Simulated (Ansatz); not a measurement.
Base system: Ga₂O₃ in the corundum structure (space group R-3c, No. 167; a = 4.985 Å, c = 13.442 Å (hexagonal axes)). Axes: x lies along a and z along c of the hexagonal cell.

Method: r2SCAN, PAW, 500 eV (Ansatz, an electronic-structure program; scalar-relativistic without spin-orbit coupling).

Before the change:

- Smallest direct gap = 3.81 eV
- Pressure = 0.0 kbar
- Band gap = 3.55 eV

One thing is altered: a pure shear with ε_yz = ε_zy = 0.0261, atoms relaxed at fixed cell.

Q: How does this affect the smallest direct gap, pressure, energy relative to the base and band gap?

A: The smallest direct gap drops by 0.034 eV, from 3.81 eV to 3.77 eV; the pressure (mean of the normal stresses, compression positive) goes from zero to 6.1 kbar; the energy increases by 7.1 meV/atom; the band gap falls by 0.027 eV (3.55 eV → 3.53 eV).

The cells carry an imposed strain or load. No phonon test of stability was made.
